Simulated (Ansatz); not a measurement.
NH3 on the 1x1 (110) surface of bcc Mo, one in a 2x2 cell, started at the site 'bridge Mo-Mo (span 2.7 Å)'

Computed with r2SCAN, at the PBE geometry (plane waves to 500 eV, PAW; Ansatz, a quantum-chemistry and plane-wave program).

Slab: 20 atoms, 6.5 Å thick at the start under the adsorbate (thin: gaps and levels are the slab's own); k 6x6x1, smearing 0.1 eV, dipole-corrected; single point; no symmetry held, on the structure that PBE left; no spin, no spin-orbit, no U, no dispersion correction. At the end it is bonded to Mo. In PBE it is, or lies within 0.03 eV of, the lowest of the starts that converged; the order may differ at this level.

```
Property                                                                                                                                          Value
--------------------------------------------------------------------------------------  ---------------------------------------------------------------
adsorption energy against NH3(g) at the same level                                                                                             -0.88 eV
work function of the top face                                                                                                                   2.50 eV
change of the work function                                                                                                                    -2.13 eV
change of the step from the bottom to the top vacuum level, against the clean slab                                                             -2.11 eV
height of the binding atom over the mean of the host atoms within 0.3 Å of the top one                                                          2.413 Å
nearest host atoms of the binding atom                                                                         Mo at 2.31 Å, Mo at 3.65 Å, Mo at 3.65 Å
note                                                                                    in the relaxation the adsorbate left its starting site by 1.3 Å
cost                                                                                                              about 6 core-minutes (a rough figure)
```

A negative adsorption energy means that the adsorbate is more stable on the surface than in its reference.
